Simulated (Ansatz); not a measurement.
Cells marked so need not be the phases stable at ambient conditions, and some may be hypothetical.

The gap is the functional's own, uncorrected, and κ follows it; spin-orbit coupling is left out. Mid-gap values are interpolated between the computed energies.

A. LaOF (P4/nmm, not sure to be the ambient phase, 6 atoms a cell, 16.0 Å³ an atom), along the normal of (110)
B. GaP (R-3m, not sure to be the ambient phase, 4 atoms a cell, 21.0 Å³ an atom, -2 GPa at this level), along the normal of (101)
C. LaGaO3 (R3c, not sure to be the ambient phase, 10 atoms a cell, 12.2 Å³ an atom, -5 GPa at this level), along the normal of (001)

**Question.** Order them by mid-gap decay constant of the slowest evanescent state (highest first) at the level r2SCAN run with Ansatz (a quantum-chemistry and plane-wave program).

**Answer.** A (0.44 1/Å), C (0.33 1/Å), B (0.10 1/Å)
